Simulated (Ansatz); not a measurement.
The parent structure is Pt in the fcc (Cu type) structure (space group Fm-3m, No. 225; a = 3.942 Å; relaxed with 0.1 eV smearing). Axes: x, y, z lie along the cube axes.

The values are results of plane-wave PAW DFT at the r2SCAN level (Ansatz, a quantum-chemistry and plane-wave program, 500 eV), no SOC, not measurements.

Now apply this change: compressive biaxial strain of 1.00 % in the plane normal to [001], as in epitaxy on a mismatched substrate; the out-of-plane cell vector and the atoms relax.

Problem. How does this affect the out-of-plane strain?

Solution. The out-of-plane strain is +1.42 %.

Problem. Estimate the effect on the in-plane stress.

Solution. The mean in-plane stress (compression positive) amounts to +2.6 GPa.

Problem. How does this affect the energy relative to the base?

Solution. The energy grows by 2.4 meV/atom.

Stability against distortions was not tested. All final runs are without spin polarisation.
